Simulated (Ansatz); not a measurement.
Results of PBEsol in Ansatz (PAW) for TiZnO3 (R-3, No. 148, 10 atoms in the cell; start mp-14142).

Settings: plane-wave cutoff 520 eV, 8×8×8 k mesh, Fermi–Dirac smearing 0.01 eV, no spin polarisation, scalar-relativistic PAW data made under PBE.

Cell (relaxed with PBEsol):

```xyz
10
Lattice="2.5303 1.4609 4.6073 -2.5303 1.4609 4.6073 0.0000 -2.9217 4.6073" Properties=species:S:1:pos:R:3 pbc="T T T"
Ti     0.0000     0.0000    11.8043
Ti     0.0000     0.0000     2.0176
Zn     0.0000     0.0000     8.8372
Zn     0.0000     0.0000     4.9848
O     -0.8525    -1.6232     8.0053
O      0.8525     1.6232     5.8167
O     -0.9795     1.5499     8.0053
O      0.9795    -1.5499     5.8167
O      1.8320     0.0733     8.0053
O     -1.8320    -0.0733     5.8167
```

**Question.** What does this level give for the band gap, smallest direct gap on the k points sampled and direct gap at Γ?

**Answer.** 
* **band gap**: 3.09 eV (indirect)
* **smallest direct gap on the k points sampled**: 3.11 eV
* **direct gap at Γ**: 3.62 eV

The computed numbers hold no vibrational or temperature effects.

A start named mp-… is a Materials Project structure, which need not be a measured phase.

Ansatz is an electronic-structure program.
